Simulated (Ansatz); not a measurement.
MnSi with two functionals, pressure 22.5 GPa

The reference is MnSi (space group P2_13, No. 198; a = 4.518 Å; ferromagnetic).

(Cell as relaxed with PBE.)

Levels (all Ansatz, a first-principles code, PAW): PBE (420 eV, spin-orbit coupling left out); r2SCAN (500 eV, no spin-orbit coupling).

Each level relaxes its own structure.

```json
[
 {"base": "volume per atom", "PBE": "11.53 Å³", "r2SCAN": "11.83 Å³"},
 {"base": "lattice parameter a", "PBE": "451.8 pm", "r2SCAN": "455.7 pm"},
 {"base": "band gap", "PBE": "zero", "r2SCAN": "zero"},
 {"base": "largest site moment", "PBE": "0.98 μB", "r2SCAN": "2.19 μB"}
]
```

Modification: a hydrostatic pressure of 22.5 GPa.

```
quantity                       PBE  r2SCAN
-------------------  -------------  ------
volume per atom           10.52 Å³     ___
magnetic state       ferromagnetic     ___
largest site moment        0.80 μB     ___
```

Task: What does r2SCAN give?

Result: 
- volume per atom, r2SCAN: 10.38 Å³
- magnetic state, r2SCAN: ferromagnetic
- largest site moment, r2SCAN: 1.04 μB

PBE's volume per atom lies 0.147 Å³ above r2SCAN's (1.4 %); PBE's largest site moment lies 0.24 μB below r2SCAN's; the two agree on the magnetic state. Neither level is exact; r2SCAN is the comparison here, not a measurement.

The magnetic state is the one reached from the starting moments; the real material's order can differ, and small cells can't hold many antiferromagnetic ones. Load acts through the strain it causes; cell and atoms are relaxed under it. No phonon test of stability was made. Competing high-pressure phases were not computed.
